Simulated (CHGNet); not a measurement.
**L1₀ (CuAu-type) TiAl**

Calculation: the machine-learned potential CHGNet-r²SCAN (trained on r²SCAN data).

Cell (relaxed at this level):

```
CELL_PARAMETERS angstrom
      2.73253     0.00000     0.00000
      0.00000     2.73253     0.00000
      0.00000     0.00000     4.30871
ATOMIC_POSITIONS crystal
  Ti 0.00000 0.00000 0.00000
  Al 0.50000 0.50000 0.50000
```

| Item | Value |
|---|---|
| lattice constant a | 2.733 Å |
| lattice parameter c | 4.309 Å |

Measured, for comparison: lattice constant a 2.826 Å (temperature not stated, no zero-point or thermal correction, P4/mmm two-atom cell, a_fct/√2; as tabulated in Zope and Mishin (2003), arXiv:cond-mat/0306298); lattice parameter c 4.077 Å (temperature not stated, no zero-point or thermal correction; as tabulated in Zope and Mishin (2003), arXiv:cond-mat/0306298). Computed (rounded) less measured: lattice constant a -3.3 %, lattice parameter c +5.7 %.

A machine-learned potential is trained on density-functional data: it inherits that level's misses and adds fitting errors of its own.

Note: the model's c/a of 1.58 is far from the 1.44 of the starting cell.
